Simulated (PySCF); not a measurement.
PySCF 2.14.0, HF/def2-svp, df: Ti(I)2(OH)2 ([OH][Ti]([OH])([I])[I]), 7 atoms. The geometry is a generated start, not checked to be a minimum at this level.

```yaml
task: energy
method: hf
basis: def2-svp
two_electron_scheme: density fitting
mol.max_memory: 3000 MB
mf.max_cycle: 100
mf.init_guess: minao (default)
mf.DIIS: CDIIS (default)
mf.diis_space: 8 (default)
mf.conv_tol: 1e-09 (default)
effective_core_potentials: those of the basis set, past Kr
basis_functions: 121
```

```xyz
7

Ti     0.0919     0.0018     0.0300
I      2.3268    -0.5711    -1.2550
I      0.9135     0.7993     2.4070
O     -0.5069     1.3799    -0.7161
H     -0.9432     2.1023    -1.1707
O     -0.6645    -1.4673     0.3063
H     -1.2177    -2.2449     0.3986
```

Charge 0 and multiplicity 1 are set for this test and not shown to be the ground state.

One run each on 2 threads, 1 BLAS thread. Values of level_shift (Hartree) tried: 0 (default), 0.1, 0.3, 1.

Which value of level_shift (Hartree) needs the fewest Fock builds, and what happens away from it?

Fewest Fock builds, within one of each other: 0 (default) with 17, 0.1 with 18. The count rises to 31 at 1. All converge to one solution.

| level_shift (Hartree) | Fock builds | end |
|---|---|---|
| 0 (default) | 17 | same solution |
| 0.1 | 18 | same solution |
| 0.3 | 19 | same solution |
| 1 | 31 | same solution |
